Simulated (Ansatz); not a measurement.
TiSi2 (space group Fddd, No. 70)

TiSi2 is modelled in the orthorhombic space group Fddd, origin choice 1 (No. 70), Pearson symbol oF24. Conventional cell: a = 4.760 Å, b = 8.180 Å, c = 8.500 Å, α = β = γ = 90.00°. Si on 16f has 2 Si at 2.517 Å and 3 Si at 2.679–2.767 Å and 2 Ti at 2.536 Å and 3 Ti at 2.731–2.751 Å. Ti on 8a is surrounded by 4 Si at 2.536 Å and 6 Si at 2.731–2.751 Å and 4 Ti at 3.180 Å. (Neighbours: up to the widest gap in distance over summed covalent radii, below 1.35, at either atom; cation-cation and far metal-metal contacts left out.)
(The calculation used a cell of 6 atoms; values per cell refer to that cell.)

Level of theory: PBEsol (Ansatz, a quantum-chemistry and plane-wave program; PAW; 420 eV plane waves; spin-orbit coupling left out). k-mesh 13×13×13 (Γ-centred); smearing 0.05 eV (Fermi–Dirac).

```yaml
volume_per_atom: 13.79 Å³
density: 4.18 g/cm³
band_gap: zero
total_energy: -1239.631 eV/atom (σ→0; compares only within this code and set-up)
```

No phonon test of stability was made. The final runs are not spin-polarised.
